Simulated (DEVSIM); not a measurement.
System: Si n-i-p diode, at 300 K.

Layer 1 from the left is Si, thickness (μm) 0.110, Nd (cm⁻³) 1e17, τn (s) 0.00087, τp (s) 0.00087. Layer 2 from the left is Si, thickness (μm) 1.60, Na (cm⁻³) 5.8e11, τn (s) 0.00087, τp (s) 0.00087. Layer 3 from the left is Si, thickness (μm) 3.20, Na (cm⁻³) 5.2e17, τn (s) 0.00087, τp (s) 0.00087.

Left contact: ohmic. Right contact: ohmic. Voltage is applied to the left contact. Recombination: SRH at mid-gap, Auger. Mobility is μmin + (μ − μmin)/(1 + (N/Nref)^α).

The device is made up for the run: typed textbook-type constants, with dimensions and the other settings drawn at random. Values at 300 K.

Si: gap (eV) 1.124, affinity (eV) 4.05, permittivity 11.7, Nc (cm⁻³) 2.86e19, Nv (cm⁻³) 3.1e19, μn (cm²/Vs) 1417, μp (cm²/Vs) 470, μn,min 52, μp,min 45, Nref,n 9.7e16, Nref,p 2.2e17, αn 0.68, αp 0.72, Cn (cm⁶/s) 2.8e-31, Cp (cm⁶/s) 9.9e-32.

Model (solved in DEVSIM): 1D drift-diffusion, Boltzmann statistics, complete ionisation; no tunnelling, impact ionisation, image-force lowering or self-heating.

### Question
What does the simulation give for the dark forward voltage at 1 A/cm², the potential step across the device at zero bias, the dark forward voltage at 100 A/cm²?

### Answer
dark forward voltage at 1 A/cm² 0.588 V; potential step across the device at zero bias 0.872 V; dark forward voltage at 100 A/cm² 0.726 V.
